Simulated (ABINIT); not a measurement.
Input and output of a self-consistent single point for Ir (Fm-3m, 1 atom in the cell) (ABINIT).

Computed with PBE, PAW (JTH v2.0 PBE PAW) (plane waves; ABINIT).

```yaml
crystal:
  lattice:
    - [0.00000, 1.91040, 1.91040]
    - [1.91040, 0.00000, 1.91040]
    - [1.91040, 1.91040, 0.00000]
  atoms:
    - { symbol: Ir, position: [0.00000, 0.00000, 0.00000] }
```

Reference input (self-consistent single point, DFT, PBE, plane waves, PAW (JTH v2.0 PBE PAW)): pseudos = [Ir.GGA_PBE-JTH.xml]; ecut = 544 eV; pawecutdg = 1088 eV; occopt = 7; tsmear = 0.1 eV; ngkpt = 11 11 11; nshiftk = 1; shiftk = 0 0 0; potentials = JTH v2.0 PBE PAW; nband = 13; kptopt = 1; nstep = 80. This run's input differs from it in these lines:

```diff
@@ -19,5 +19,6 @@
 kptopt 1
-ngkpt 11 11 11
+ngkpt 9 9 9
 nshiftk 1
-shiftk 0 0 0
+shiftk 0.5 0.5 0.5
+chksymbreak 0
 nstep 80
```

The program printed (abridged):

```
--- !BeginCycle
solver: {iscf: 17, nstep: 80, nline: 4, wfoptalg: 10, }
tolerances: {tolvrs: 1.00E-10, }
...

     iter   Etot(hartree)      deltaE(h)  residm     nres2
 ETOT  1  -74.969185754618    -7.497E+01 3.514E+01 6.669E+00
 ETOT  2  -77.088422562959    -2.119E+00 1.899E-01 1.101E+01
 ETOT  3  -77.053618581633     3.480E-02 3.872E-02 2.714E+00
 ETOT  4  -77.046936740943     6.682E-03 1.050E-02 2.601E-01
 ETOT  5  -77.046905234768     3.151E-05 3.345E-02 1.520E-03
   [... 5 lines left out ...]
 ETOT 11  -77.046942983789    -6.600E-10 1.689E-04 5.277E-08
 ETOT 12  -77.046942983622     1.663E-10 3.265E-04 6.751E-10
 ETOT 13  -77.046942983636    -1.350E-11 8.731E-05 2.142E-10
 ETOT 14  -77.046942983631     4.874E-12 1.359E-04 7.188E-12
 At SCF step   14       nres2   =  7.19E-12 < tolvrs=  1.00E-10 =>converged.

 Cartesian components of stress tensor (hartree/bohr^3)
  sigma(1 1)= -5.02477054E-04  sigma(3 2)=  0.00000000E+00
  sigma(2 2)= -5.02477054E-04  sigma(3 1)=  0.00000000E+00
  sigma(3 3)= -5.02477054E-04  sigma(2 1)=  0.00000000E+00

 ----iterations are completed or convergence reached----

 reduced coordinates (array xred) for    1 atoms
       0.000000000000      0.000000000000      0.000000000000
 cartesian forces (eV/Angstrom) at end:
    1     -0.00000000000000    -0.00000000000000    -0.00000000000000
 frms,max,avg= 0.0000000E+00 0.0000000E+00   0.000E+00  0.000E+00  0.000E+00 e/A
 length scales=  1.000000000000  1.000000000000  1.000000000000 bohr
              =  0.529177208590  0.529177208590  0.529177208590 angstroms
   [... lines left out ...]
 Fermi (or HOMO) energy (hartree) =   0.57452   Average Vxc (hartree)=  -0.48927
   [... lines left out ...]
'-kT*entropy'       : -2.14920021686421E-04
total_energy        : -7.70469448665650E+01
total_energy_eV     : -2.09655399200436E+03
...

-Cartesian components of stress tensor (GPa)         [Pressure=  1.4783E+01 GPa]
- sigma(1 1)= -1.47833828E+01  sigma(3 2)=  0.00000000E+00
- sigma(2 2)= -1.47833828E+01  sigma(3 1)=  0.00000000E+00
- sigma(3 3)= -1.47833828E+01  sigma(2 1)=  0.00000000E+00

 Calculation completed.
```

The run converged in 14 iterations. 

The starting cell has typed, rounded lattice constants, without a prior relaxation at this level. Its lattice was rescaled by up to half a per cent. Spin polarisation is off.

These are the values that this program gave, and no reference: the one-centre exchange-correlation terms come from a truncated expansion.

Cost on one core of a shared machine: roughly 40 s.
